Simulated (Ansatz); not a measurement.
# What electrons 7.0×10^21 cm⁻³ does to GaN

Start from GaN in the zinc blende structure (space group F-43m, No. 216; a = 4.498 Å).

Modification: 0.159 electrons added to each cell, a density of 7.0×10^21 cm⁻³, with a uniform compensating background at fixed cell and a 300 K Fermi–Dirac width.

Calculations: PBEsol in Ansatz (plane waves to 420 eV, PAW, spin-orbit coupling left out). Settings: 29×29×29 k-points, 0.0259 eV Fermi–Dirac smearing.

```csv
quantity,base,changed,shift
gap between the host's bands,1.70 eV,1.62 eV,-0.08 eV
gap character,direct at Γ,direct at Γ,–
"valley order (the lowest conduction-band minima on the path, energy above the VBM, named in the base's zone)",Γ 1.70 eV; X along ⟨100⟩ 3.22 eV,Γ 1.62 eV; X along ⟨100⟩ 3.09 eV,–
Fermi level relative to the doped band's edge (positive inside the band; to 0.05 eV),–,+2.20 eV,–
```

Final structure:

```
GaN
1.0
    0.00000     2.24904     2.24904
    2.24904     0.00000     2.24904
    2.24904     2.24904     0.00000
N Ga
1 1
Cartesian
  3.37356   3.37356   3.37356
  0.00000   0.00000   0.00000
```
Cell charge -0.159264.

Charged cell with a jellium background: band edges are those of the host's band count, energies are not comparable with the neutral cell, and many-body gap narrowing is missing. Whether these cells are dynamically stable was not tested. This is not the structure that GaN has at room temperature and ambient pressure.

Ansatz is a first-principles code.
